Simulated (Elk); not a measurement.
Band structure of Mg2Zn (Cmcm, 6 atoms in the cell).

```xyz
6
Lattice="4.7534 -2.5113 0.0000 4.7534 2.5113 0.0000 0.0000 0.0000 4.7387" Properties=species:S:1:pos:R:3 pbc="T T T"
Mg     6.2286     1.5270     3.5541
Mg     3.2782    -1.5270     1.1847
Mg     6.2286    -1.5270     1.1847
Mg     3.2782     1.5270     3.5541
Zn     4.7534    -0.8812     3.5541
Zn     4.7534     0.8812     1.1847
```

Method: PBEsol, all-electron FP-LAPW, Elk's shipped species files, APW+lo basis with extra local orbitals (Elk).

Settings: xctype = 22; rgkmax = 8; stype = 0; swidth = 0.00999582 Ha; ngridk = 5 5 5; gmaxvr = 14 1/bohr; nxlo = 2; lorbcnd = true; lmaxi = 3.

The starting cell comes from a database of computed structures (which also holds hypothetical and non-ambient phases and stackings), without a prior relaxation at this level. Values depend on the basis (sphere radii, cutoffs, local orbitals), which need not be converged.

Levels in eV from the Fermi level, bands 35 to 42:
```json
[
 {"point": "Γ", "35": "-1.90", "36": "-1.69", "37": "-1.49", "38": "-0.96", "39": "-0.08", "40": "-0.07", "41": "0.08", "42": "3.90"},
 {"point": "X", "35": "-5.11", "36": "-0.08", "37": "0.45", "38": "0.62", "39": "0.68", "40": "0.78", "41": "1.07", "42": "1.14"},
 {"point": "S", "35": "-2.88", "36": "-2.77", "37": "-0.27", "38": "0.36", "39": "0.51", "40": "0.74", "41": "3.01", "42": "3.16"},
 {"point": "R", "35": "-4.28", "36": "-4.28", "37": "-1.62", "38": "-1.62", "39": "-0.61", "40": "-0.61", "41": "4.63", "42": "4.63"},
 {"point": "A", "35": "-3.80", "36": "-3.80", "37": "-3.44", "38": "-3.44", "39": "2.15", "40": "2.15", "41": "3.00", "42": "3.00"},
 {"point": "Z", "35": "-0.26", "36": "-0.26", "37": "-0.07", "38": "-0.07", "39": "0.30", "40": "0.30", "41": "1.25", "42": "1.25"},
 {"point": "Y", "35": "-2.45", "36": "-2.34", "37": "-0.80", "38": "0.48", "39": "0.57", "40": "0.59", "41": "3.58", "42": "3.63"},
 {"point": "X1", "35": "-5.11", "36": "-0.08", "37": "0.45", "38": "0.62", "39": "0.68", "40": "0.78", "41": "1.07", "42": "1.14"},
 {"point": "A1", "35": "-3.80", "36": "-3.80", "37": "-3.44", "38": "-3.44", "39": "2.15", "40": "2.15", "41": "3.00", "42": "3.00"},
 {"point": "T", "35": "-4.19", "36": "-4.19", "37": "-1.02", "38": "-1.02", "39": "0.02", "40": "0.02", "41": "4.91", "42": "4.91"}
]
```

Bands cross the Fermi level along this path, so the cell is metallic at this level.
